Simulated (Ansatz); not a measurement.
**Habitual settings against a tight run: Hf2CuSb3 (P-4m2, 6 atoms in the cell)**

Self-consistent single point.

```xyz
6
Lattice="3.9227 0.0000 0.0000 0.0000 3.9227 0.0000 0.0000 0.0000 8.6051" Properties=species:S:1:pos:R:3 pbc="T T T"
Hf     0.0000     1.9613     6.3439
Hf     1.9613     0.0000     2.2612
Cu     0.0000     0.0000     0.0000
Sb     1.9613     1.9613     0.0000
Sb     0.0000     1.9613     3.2476
Sb     1.9613     0.0000     5.3575
```

Method of the run: r2SCAN, PAW files made with PBE (plane waves; Ansatz, a program for electronic structure).

Base settings: basis.ecutwfc = 500 eV; kpoints.mp_grid.grid = 7 7 3; hamiltonian.xc = r2scan; hamiltonian.pseudopotentials = {kind: paw} (the program's default PAW files); scf.occupations.method = gaussian; scf.occupations.width = 0.272 eV.

Tight run (finer mesh or higher cutoff; not a proven limit): basis.ecutwfc: 500 eV → 700 eV; kpoints.mp_grid.grid: 7 7 3 → 10 10 5; scf.convergence.dr2_threshold: default (1e-07 eV) → 1e-09 eV. It gave Fermi level (on the code's own zero) 14.60 eV; pressure -1.67 GPa; largest force (vector length) 0.073 eV/Å.

Quick runs, as changes from the base:
- A: the base itself
- B: basis.ecutwfc: 500 eV → 400 eV; kpoints.mp_grid.grid: 7 7 3 → 6 6 6; scf.occupations.method: gaussian → fermi_dirac; scf.convergence.dr2_threshold: default (1e-07 eV) → 0.0001 eV
- C: kpoints.mp_grid.grid: 7 7 3 → 4 4 4
- D: basis.ecutwfc: 500 eV → 350 eV; kpoints.mp_grid.grid: 7 7 3 → 4 4 4; scf.occupations.method: gaussian → cold; scf.occupations.width: 0.272 eV → 0.136 eV; kpoints.mp_grid.shift: default → 0.5 0.5 0.5; scf.convergence.dr2_threshold: default (1e-07 eV) → 0.001 eV

Energies are extrapolated to zero smearing width, which holds to low order in the width alone.

Dashes: time of D, under 30 s.

The count of work is k-points × plane waves × bands × iterations; it is no time. Core times come from one kind of shared machine and are given to one figure; runs under 30 s give none.

Pressures in the table are Ansatz's without its Pulay estimate, at a fixed set of plane waves; the tight run's value above holds the estimate.

The starting cell comes from a database of computed structures (which also holds hypothetical and non-ambient phases and stackings), without a prior relaxation at this level. Its lattice was rescaled by a random factor within 2.5 % of one. Spin polarisation is off.

```csv
run,energy less tight (meV/atom),pressure less tight (GPa),largest miss in a force vector (eV/Å),count of work / tight,core time / tight (rough)
A,-1.0,-0.03,0.082,0.16,0.2
B,3.1,0.18,0.109,0.20,0.3
C,1.2,0.13,0.007,0.14,0.2
D,5.2,-0.05,0.320,0.022,–
```

Among the runs at the tight run's level, the energy misses run from 1.0 to 5.2 meV/atom.

Left out of this page: 2 runs of the series outside the window shown, repeating another row's setting, or not comparable.

Keys are those of Ansatz 0.2.
